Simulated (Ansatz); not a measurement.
**CsPbBr3 under a change: isotropic strain +0.60 %**

The parent structure is CsPbBr3 in the cubic perovskite structure (space group Pm-3m, No. 221; a = 5.770 Å).

It is then changed as follows: the cell is scaled by 1.0060 in all directions, atoms relaxed at fixed cell.

Computed with Kohn–Sham DFT with the LDA functional, run in Ansatz (a first-principles code) with PAW and 420 eV plane waves, no SOC. Settings: 6×6×6 k-points, 0.05 eV Fermi–Dirac smearing.

| quantity | base | changed | shift |
|---|---|---|---|
| shortest interatomic distance | 2.885 Å | 2.902 Å | +0.017 Å |
| energy relative to the base (free energy F) | 0 meV/atom | +1.0 meV/atom | +1.0 meV/atom |
| pressure | 0.00 GPa | -0.44 GPa | -0.44 GPa |
| band gap | 1.17 eV | 1.25 eV | +0.08 eV |
| gap character | direct at R | direct at R | – |
| mean gap deformation potential ΔEg/Δln V | – | +4.5 eV | – |
| width of the top valence band | 2.37 eV | 2.24 eV | -0.13 eV |
| electron mass (degenerate bands, along [100]) | 0.066, 0.67, 0.67 mₑ (at R) | 0.070, 0.69, 0.69 mₑ (at R) | – |
| hole mass | 0.11 mₑ (at R) | 0.11 mₑ (at R) | – |
| valley order (the lowest conduction-band minima on the path, energy above the VBM, named in the base's zone) | R along ⟨111⟩ 1.17 eV; Γ 2.42 eV | R along ⟨111⟩ 1.25 eV; Γ 2.52 eV | – |

Cost of the whole job for the changed cell (relaxation, final SCF and bands): roughly 30 core-seconds.

Spin-orbit coupling, missing from the scalar runs, can matter with Pb. Effective masses come from finite differences of ±0.01 Å⁻¹. No phonon test of stability was made. Many cubic perovskites are stable only at high temperature; tilts and polar distortions were not tested. This is not the structure that CsPbBr3 has at room temperature and ambient pressure.
